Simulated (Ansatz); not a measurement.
**SnSe₂ (model structure, started from the fluorite type, Fm-3m, No. 225, 3 atoms in the cell): properties by level of theory**

| level (code) | lattice parameter a (Å) | formation enthalpy (eV/atom) |
|---|---|---|
| PBE (Ansatz) | 6.886 | 0.079 |
| PBEsol (Ansatz) | 6.757 | 0.078 |
| PBE-D3(BJ) (Ansatz) | 6.785 | 0.080 |

Ansatz's density-functional and Hartree–Fock values are scalar-relativistic unless marked +SOC, with PAW data made under PBE.

Computed values are for the static lattice.

A model structure was made by putting elements into a prototype or built by hand; it is no filed structure, need not be a known phase, and can be a saddle point held by its symmetry.

Ansatz is a quantum-chemistry and plane-wave program.
